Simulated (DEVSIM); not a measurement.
System: Schottky contact on p-type GaP, at 250 K.

Layer 1 from the left is GaP, thickness (μm) 4.60, Na (cm⁻³) 1.6e16, τn (s) 2.9e-7, τp (s) 2.9e-7. Layer 2 from the left is GaP, thickness (μm) 7.00, Na (cm⁻³) 1.3e18, τn (s) 2.9e-7, τp (s) 2.9e-7.

Left contact: Schottky, work function 5.16 eV, emission velocity 2e6 cm/s. Right contact: ohmic. Voltage is applied to the left contact. Recombination: SRH at mid-gap. Mobility is μmin + (μ − μmin)/(1 + (N/Nref)^α).

This is a model device: material constants are rounded textbook-type values typed into the input, and sizes, dopings and lifetimes were drawn at random. Values at 300 K; Nc and Nv go as T^1.5, mobilities as T to minus their exponent, the gap by Varshni's rule with the affinity fixed.

GaP: gap (eV) 2.26, affinity (eV) 3.8, permittivity 11.1, Nc (cm⁻³) 1.8e19, Nv (cm⁻³) 1.9e19, μn (cm²/Vs) 250, μp (cm²/Vs) 150, μn,min 10, μp,min 10, Nref,n 4.4e18, Nref,p 1e18, αn 0.8, αp 0.85, T exponent of μn 1.6, T exponent of μp 1.98, Varshni α (eV/K) 0.00058, Varshni β (K) 372.

DEVSIM, 1D drift-diffusion, Boltzmann statistics, complete ionisation; no tunnelling, impact ionisation, image-force lowering or self-heating. Metal contacts follow the ideal Schottky-Mott rule: no Fermi-level pinning, no interface dipoles.

Dark forward current:

| |V| (V) | |J| (A/cm²) |
|---|---|
| 0.05 | 1.071e-11 |
| 0.10 | 1.192e-10 |
| 0.15 | 1.217e-9 |
| 0.20 | 1.232e-8 |
| 0.25 | 1.245e-7 |
| 0.30 | 1.257e-6 |
| 0.35 | 1.266e-5 |
| 0.40 | 0.0001273 |
| 0.45 | 0.001276 |
| 0.50 | 0.01272 |
| 0.55 | 0.1253 |
| 0.60 | 1.173 |
| 0.65 | 8.380 |
| 0.70 | 31.35 |
| 0.75 | 68.00 |
| 0.80 | 111.7 |
| 0.85 | 159.2 |
| 0.90 | 208.8 |
| 0.95 | 259.8 |
| 1.00 | 311.8 |
| 1.05 | 364.4 |
| 1.10 | 417.7 |
| 1.15 | 471.3 |
| 1.20 | 525.2 |
| 1.25 | 579.5 |
| 1.30 | 634.0 |

Problem. Work out the local ideality factor n = ΔV / (kT/q · ln(J2/J1)) between the rows 0.10 and 0.15 V, 1.25 and 1.30 V.

Solution. kT/q = 21.54 mV. From 0.10 to 0.15 V: ln(1.217e-9/1.192e-10) = 2.323, n = 1.00, near the 1 of diffusion or emission over a barrier. From 1.25 to 1.30 V: ln(634.0/579.5) = 0.090, n = 25.83; the layers' resistance at their doping, Σ W/(qμN) = 0.00089 Ω cm², would take 48 mV of this step of 50 mV.

Problem. Estimate the current at 0.35 V for emission alone, J0 = q v N_band exp(−φB/kT), and read the barrier back from the simulated current.

Solution. φB = 0.919 eV, N_band = 1.45e19 cm⁻³, J0 = 1.34e-12 A/cm²; J = J0 (exp(qV/kT) − 1) = 1.53e-5 A/cm². The simulation gives 1.27e-5 A/cm²; the estimate lies 21 % above. Read backwards, the simulated current gives an apparent barrier of 0.924 eV. The estimate leaves out transport through the depletion region and minority injection.
